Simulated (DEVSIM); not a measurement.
System: illuminated Si n-on-p cell, one wavelength, at 250 K.

| layer (left to right) | material | thickness (μm) | Nd (cm⁻³) | Na (cm⁻³) | τn (s) | τp (s) | absorption coefficient (cm⁻¹) |
|---|---|---|---|---|---|---|---|
| 1 | Si | 0.620 | 7.9e18 | - | 0.00015 | 8.4e-5 | 96000 |
| 2 | Si | 23.0 | - | 6.6e16 | 0.00088 | 0.00088 | 96000 |

Left contact: ohmic, minority hole recombination velocity 20 cm/s. Right contact: ohmic, minority electron recombination velocity 50000 cm/s. Voltage is applied to the left contact. Recombination: SRH at mid-gap, radiative, Auger. Gap narrowing is on: ΔEg = 6.92 meV × (l + √(l² + 0.5)), l = ln(N/1.3e17 cm⁻³), shared equally by both band edges. Light enters at the left, 7.4e16 photons cm⁻² s⁻¹, one pass, no reflection. Mobility is μmin + (μ − μmin)/(1 + (N/Nref)^α).

This is a model device: material constants are rounded textbook-type values typed into the input, and sizes, dopings and lifetimes were drawn at random. Values at 300 K; Nc and Nv go as T^1.5, mobilities as T to minus their exponent, the gap by Varshni's rule with the affinity fixed.

```tsv
parameter	Si
gap (eV)	1.124
affinity (eV)	4.05
permittivity	11.7
Nc (cm⁻³)	2.86e19
Nv (cm⁻³)	3.1e19
μn (cm²/Vs)	1417
μp (cm²/Vs)	470
μn,min	52
μp,min	45
Nref,n	9.7e16
Nref,p	2.2e17
αn	0.68
αp	0.72
T exponent of μn	2.3
T exponent of μp	2.2
B (cm³/s)	4.7e-15
Cn (cm⁶/s)	2.8e-31
Cp (cm⁶/s)	9.9e-32
Varshni α (eV/K)	0.000473
Varshni β (K)	636
```

DEVSIM, 1D drift-diffusion, Boltzmann statistics, complete ionisation; no tunnelling, impact ionisation, image-force lowering or self-heating.

Problem. Tabulate band edges, carrier densities and field at 2.0 V on the left contact, in the dark.

Solution. Energies count from the Fermi level of the right contact; mesh points crowd at the junctions.

```
x (μm)   Ec (eV)  Ev (eV)  n (cm⁻³)  p (cm⁻³)  field (V/cm)
-------  -------  -------  --------  --------  ------------
0.000     -1.978   -3.057    7.9e18     < 1e2           ≈ 0
0.02722   -1.978   -3.057    7.9e18     < 1e2           ≈ 0
0.08281   -1.978   -3.057    7.9e18     < 1e2           ≈ 0
0.1964    -1.978   -3.057    7.9e18     < 1e2           ≈ 0
0.4549    -1.978   -3.057    7.9e18     < 1e2           ≈ 0
0.5525    -1.978   -3.057    7.9e18     < 1e2           ≈ 0
0.6003    -1.978   -3.057    7.9e18     < 1e2           ≈ 0
0.6336    -1.574   -2.708    5.5e10     < 1e2        230000
0.6776    -0.667   -1.801     < 1e2     < 1e2        180000
0.7730     0.621   -0.513     < 1e2     1.1e9         86000
0.9798     1.007   -0.127     < 1e2    6.6e16           ≈ 0
1.703      1.007   -0.127     < 1e2    6.6e16           ≈ 0
2.996      1.007   -0.127     < 1e2    6.6e16           ≈ 0
5.800      1.007   -0.127     < 1e2    6.6e16           ≈ 0
14.24      1.007   -0.127     < 1e2    6.6e16           ≈ 0
19.31      1.007   -0.127     < 1e2    6.6e16           ≈ 0
21.72      1.007   -0.127     < 1e2    6.6e16           ≈ 0
22.76      1.007   -0.127     < 1e2    6.6e16           ≈ 0
23.32      1.007   -0.127     < 1e2    6.6e16           ≈ 0
23.50      1.007   -0.127     < 1e2    6.6e16           ≈ 0
23.58      1.007   -0.127     < 1e2    6.6e16           ≈ 0
23.62      1.007   -0.127     < 1e2    6.6e16           ≈ 0
```
